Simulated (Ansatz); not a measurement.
# A computed series for TiSi2: pressure series

The reference is TiSi$_{2}$ (space group Cmcm, No. 63; a = 3.546 Å, b = 13.565 Å, c = 3.580 Å).

Cell and atoms are relaxed at each pressure.

Calculations: PBE, PAW, 420 eV (Ansatz, an electronic-structure program; without spin-orbit coupling), earlier PAW set.

```csv
pressure (GPa),volume per atom (Å³/atom)
-2,14.588
-1,14.466
0,14.349
3,?
7,13.647
30,12.145
50,11.303
75,10.535
100,9.947
```

Q: Fit the third-order Birch–Murnaghan form P(V) = (3B₀/2)[(V₀/V)^(7/3) − (V₀/V)^(5/3)]·[1 + (3/4)(B₀′ − 4)((V₀/V)^(2/3) − 1)] (squares taken in P) to the rows shown and predict the withheld row.

A: Least squares on the printed values gives V₀ = 14.347 Å³/atom, B₀ = 128 GPa, B₀′ = 4.1; this predicts 14.030 Å³/atom, and the run gives 14.026 Å³/atom, 0.004 lower.

Load acts through the strain it causes; cell and atoms are relaxed under it. Whether these cells are dynamically stable was not tested. Competing high-pressure phases were not computed. All final runs are without spin polarisation.
